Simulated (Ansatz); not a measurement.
**TiN under a change: H interstitial (started 1.50 Å from the nearest host atom), symmetric start**

Base system: a 16-atom supercell of TiN in the rock salt structure (space group Fm-3m, No. 225; a = 4.247 Å) at its relaxed geometry.

Perturbation: a neutral H interstitial (started 1.50 Å from the nearest host atom), symmetric start, atoms relaxed at fixed cell.

Method: Ansatz (an electronic-structure program), PBE, PAW, cutoff 420 eV, spin-orbit coupling left out, earlier PAW set. Γ-centred 7×7×7 mesh, Fermi–Dirac width 0.05 eV.

```yaml
pressure: 6.3 GPa (base 0.0 GPa)
largest_displacement_of_a_host_atom_from_its_site_in_the_perfect_cell: 0.22 Å
final_site_of_the_added_atom: 2 Ti at 1.73 Å (linear)
```

Final structure:

```
CELL_PARAMETERS angstrom
      0.00000     4.24674     4.24674
      4.24674     0.00000     4.24674
      4.24674     4.24674     0.00000
ATOMIC_POSITIONS crystal
  N  0.00000 0.00000 0.01869
  N  0.00000 0.00000 0.48131
  N  0.99720 0.50311 0.99984
  N  0.00280 0.49689 0.50016
  N  0.50311 0.99720 0.99984
  N  0.49689 0.00280 0.50016
  N  0.50000 0.50000 0.98654
  N  0.50000 0.50000 0.51346
  Ti 0.25282 0.25282 0.24569
  Ti 0.25282 0.25282 0.74867
  Ti 0.28743 0.71257 0.25000
  Ti 0.25332 0.74668 0.75000
  Ti 0.71257 0.28743 0.25000
  Ti 0.74668 0.25332 0.75000
  Ti 0.74718 0.74718 0.25431
  Ti 0.74718 0.74718 0.75133
  H  0.00000 0.00000 0.25000
```

Cost of the whole job for the changed cell (relaxation, final SCF and bands): about 8 core-minutes (a rough figure).

In so small a cell the defect repeats every few ångströms: this is an ordered compound, not a dilute defect. The defect started on the symmetric site and kept its symmetry, so it may sit on a saddle. All final runs are without spin polarisation. An odd electron count without spin: Ti8HN8 and TiN. The defect cell is not spin-polarised.
